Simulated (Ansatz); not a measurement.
# A computed series for SrTiO3: response to strain

The parent structure is SrTiO3 in the cubic perovskite structure (space group Pm-3m, No. 221; a = 3.891 Å).

Strains are applied to the cell and any free atomic positions relax.

All numbers come from PBEsol, PAW, 420 eV (Ansatz, a program for electronic structure; spin-orbit coupling left out).

Notes on the quantities. energy relative to the base: free energy F.

| isotropic strain (%) | energy relative to the base (meV/atom) |
|---|---|
| 0 | 0.0 |
| 1.2 | 8.5 |
| 1.8 | ? |
| 2.4 | 32.7 |
| 3 | 50.1 |

Problem. Fit ΔE = Aε² + Bε³ (ε in %) to the rows shown and predict the withheld row.

Solution. Least squares on the printed values gives A = 6.12 and B = -0.19 meV/atom (largest residual 0.0 meV/atom); this predicts 18.8 meV/atom, and the run gives 18.8 meV/atom, in agreement.

No phonon test of stability was made. All final runs are without spin polarisation. Many cubic perovskites are stable only at high temperature; tilts and polar distortions were not tested.
